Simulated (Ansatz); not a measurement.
# Rutile MgC2 (cell taken from a computed entry)

All values below come from r²SCAN+rVV10 (Ansatz, an electronic-structure program, PAW).

Numerical settings: plane-wave cutoff 500 eV, 10×10×8 k mesh (along the axes of the cell as run), Fermi–Dirac smearing 0.05 eV, scalar-relativistic PAW data made under PBE.

Cell (relaxed at this level):

```
MgC2
1.0
    3.92923     0.00000     0.00000
    0.00000     3.92923     0.00000
    0.00000     0.00000     4.91114
Mg C
2 4
Cartesian
  1.96462   1.96462   0.00000
  0.00000   0.00000   2.45557
  3.48892   3.48892   0.00000
  0.44031   0.44031   0.00000
  2.40493   1.52430   2.45557
  1.52430   2.40493   2.45557
```

```yaml
band_gap: 2.83 eV (on the SCF k mesh)
```

Note: the relaxation could not lower the start's symmetry, so the cell can be a saddle point above a distorted one.

The computed numbers hold no vibrational or temperature effects.
